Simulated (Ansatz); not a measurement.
Given:

A slab with vacuum along the third vector:

```xyz
8
Lattice="3.0030 0.0000 0.0000 0.0000 3.0030 0.0000 0.0000 0.0000 22.5000" Properties=species:S:1:pos:R:3 pbc="T T T"
N      0.0000     0.0000     8.0213
Ti     1.5015     1.5015     8.1899
N      1.5015     1.5015    10.1626
Ti     0.0000     0.0000    10.2274
N      0.0000     0.0000    12.3374
Ti     1.5015     1.5015    12.2726
N      1.5015     1.5015    14.4787
Ti     0.0000     0.0000    14.3101
```

Set-up: 8 atoms, N4Ti4, 6.4 Å thick at the start (thin: gaps and levels are the slab's own); mesh 12x12x1; 0.1 eV smearing; dipole correction on; all atoms relaxed; symmetry of the start imposed; no spin, no spin-orbit, no U.

Give the work function of the top face at the level PBE (Ansatz, a program for electronic structure).

2.82 eV

Predict the surface energy (mean of both faces) from PBE.

1.30 J/m²
